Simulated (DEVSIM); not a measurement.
abrupt Si p-n junction

System: abrupt Si p-n junction, at 300 K.

```tsv
layer (left to right)	material	thickness (μm)	Nd (cm⁻³)	Na (cm⁻³)	τn (s)	τp (s)
1	Si	7.70	-	3.7e16	3.5e-6	3.5e-6
2	Si	6.00	8.1e16	-	3.5e-6	3.5e-6
```

Left contact: ohmic. Right contact: ohmic. Voltage is applied to the left contact. Recombination: SRH at mid-gap, radiative, Auger. Mobility is constant in doping.

The device is made up for the run: typed textbook-type constants, with dimensions and the other settings drawn at random. Values at 300 K.

```tsv
parameter	Si
gap (eV)	1.124
affinity (eV)	4.05
permittivity	11.7
Nc (cm⁻³)	2.86e19
Nv (cm⁻³)	3.1e19
μn (cm²/Vs)	1417
μp (cm²/Vs)	470
B (cm³/s)	4.7e-15
Cn (cm⁶/s)	2.8e-31
Cp (cm⁶/s)	9.9e-32
```

Simulated with DEVSIM: 1D drift-diffusion, Boltzmann statistics, complete ionisation; no tunnelling, impact ionisation, image-force lowering or self-heating.

```yaml
potential_step_across_the_device_at_zero_bias: 0.798 V
largest_field_in_the_device_at_zero_bias: 77000 V/cm
Dark forward voltage at 1 A/cm²: 0.628 V
Dark forward voltage at 100 A/cm²: 0.755 V
```

Dark forward current:

```
V (V)  J (A/cm²)
-----  ---------
0.05     7.7e-10
0.10      3.5e-9
0.20      8.4e-8
0.25      5.1e-7
0.35      2.2e-5
0.40     0.00015
0.45      0.0011
0.55       0.050
0.60        0.35
0.65         2.4
0.75          87
0.80         330
0.90        1600
0.95        2700
```

Dark reverse current:

| V (V) | J (A/cm²) |
|---|---|
| -0.20 | -8.4e-10 |
| -0.50 | -1.7e-9 |
| -1.00 | -2.8e-9 |
| -1.50 | -3.8e-9 |
| -2.00 | -4.7e-9 |
| -3.00 | -6.2e-9 |
| -4.00 | -7.6e-9 |
| -5.00 | -8.8e-9 |
| -6.50 | -1.0e-8 |
